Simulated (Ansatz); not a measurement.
The structure below was relaxed with Ansatz (a first-principles code) PBE, no spin-orbit coupling, at pressure 9 GPa.

```yaml
crystal:
  lattice:
    - [-2.59196, 4.10266, 2.69473]
    - [2.59196, -4.10266, 2.69473]
    - [2.59196, 4.10266, -2.69473]
  atoms:
    - { symbol: S, position: [0.86942, 0.76145, 0.63086] }
    - { symbol: S, position: [0.36942, 0.73855, 0.10797] }
    - { symbol: S, position: [0.63058, 0.26145, 0.89203] }
    - { symbol: S, position: [0.13058, 0.23855, 0.36914] }
    - { symbol: Si, position: [0.75000, 0.75000, 0.00000] }
    - { symbol: Si, position: [0.25000, 0.25000, 0.00000] }
```

Task: Find the space group and the Wyckoff positions.

Result: Space group Ibam (No. 72); a = 5.184 Å, b = 8.205 Å, c = 5.389 Å, α = 90.00°, β = 90.00°, γ = 90.00°

```tsv
atom	site	symmetry	x	y	z
S	8j	..m	0.2386	0.1306	0.0000
Si	4a	222	0.0000	0.0000	0.2500
```

Load acts through the strain it causes; cell and atoms are relaxed under it. No phonon test of stability was made. Competing high-pressure phases were not computed. The cell was made from SiS$_{2}$ (space group Ibam, No. 72; made of chains) by this change: pressure 9 GPa. No dispersion term is included, though the crystal is made of layers, chains or molecules, so its spacings can come out too wide.
